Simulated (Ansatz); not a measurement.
For Zn3GaNO3 (model structure, P3m1, No. 156, 8 atoms in the cell), PBE (Ansatz, a quantum-chemistry and plane-wave program, PAW) gives:

| Property | Result |
|---|---|
| lattice parameter a | 3.296 Å |
| c axis length | 10.556 Å |
| bulk modulus B0 | 125 GPa |
| cohesive energy | 3.62 eV/atom |

### Question
What does r²SCAN in Ansatz (PAW) give for the same quantities?

### Answer

- lattice constant a: 3.259 Å (falls by 1.1 %)
- lattice parameter c: 10.350 Å (drops by 2.0 %)
- bulk modulus: 145 GPa (rises by 16 %)
- cohesive energy: 3.80 eV/atom (rises by 0.18 eV/atom)

Changes are worked out from the printed values.

Unless a cell is named, each level is at its own relaxed cell (PBE 12.42, r²SCAN 11.90 Å³/atom).

Caveats: the bulk modulus is −V dP/dV from two relaxed cells at ±2 % in volume (PBE, r²SCAN). Ansatz's density-functional and Hartree–Fock values are scalar-relativistic unless marked +SOC, with PAW data made under PBE.

A model structure was made by putting elements into a prototype or built by hand; it is no filed structure, need not be a known phase, and can be a saddle point held by its symmetry.
